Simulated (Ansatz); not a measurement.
Given:

```
HfO2
1.0
    0.00000     2.51905     2.51905
    2.51905     0.00000     2.51905
    2.51905     2.51905     0.00000
Hf O
1 2
Direct
  0.00000   0.00000   0.00000
  0.25000   0.25000   0.25000
  0.75000   0.75000   0.75000
```

No spin polarisation.

All numbers come from PBEsol (Ansatz, a first-principles code), no SOC. Γ-centred 11×11×11 mesh, Fermi–Dirac width 0.05 eV.

**Question.** Predict the band gap, electron mass and gap character.

**Answer.** 
- Band gap: 3.70 eV
- Electron mass: 1.1 mₑ along k, 0.70 mₑ across (at X)
- Gap character: direct at X

Spin-orbit coupling, missing from the scalar runs, can matter with Hf. Load acts through the strain it causes; cell and atoms are relaxed under it. Effective masses come from finite differences of ±0.01 Å⁻¹. Along k means along the line from Γ to the band edge. Whether these cells are dynamically stable was not tested. The cell was made from HfO2 in the fluorite structure (space group Fm-3m, No. 225) by this change: pressure 0.9 GPa. This is not the structure that HfO2 has at room temperature and ambient pressure.
